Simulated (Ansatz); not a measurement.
Effect of pressure 0.3 GPa on MoSi2

Consider MoSi2 (space group I4/mmm, No. 139; a = 3.2170 Å, c = 7.8732 Å).

Modification: cell and atoms relaxed at a pressure of 0.3 GPa.

Computed with PBE, PAW, 420 eV (Ansatz, an electronic-structure program; without spin-orbit coupling), earlier PAW set. Γ-centred 20×20×20 mesh, Fermi–Dirac width 0.05 eV.

| quantity | base | changed | shift |
|---|---|---|---|
| volume per atom | 13.58 Å³ | 13.56 Å³ | -0.02 Å³ |
| c/a ratio | 2.447 | 2.448 | +0.0002 |
| shortest interatomic distance | 2.596 Å | 2.596 Å | -0.0009 Å |
| band gap | zero | zero | – |

Final structure:

```
MoSi2
1.0
   -1.60767     1.60767     3.93493
    1.60767    -1.60767     3.93493
    1.60767     1.60767    -3.93493
Mo Si
1 2
Direct
  0.00000   0.00000   0.00000
  0.33510   0.33510   0.00000
  0.66490   0.66490   0.00000
```

Load acts through the strain it causes; cell and atoms are relaxed under it. Stability against distortions was not tested. All final runs are without spin polarisation.
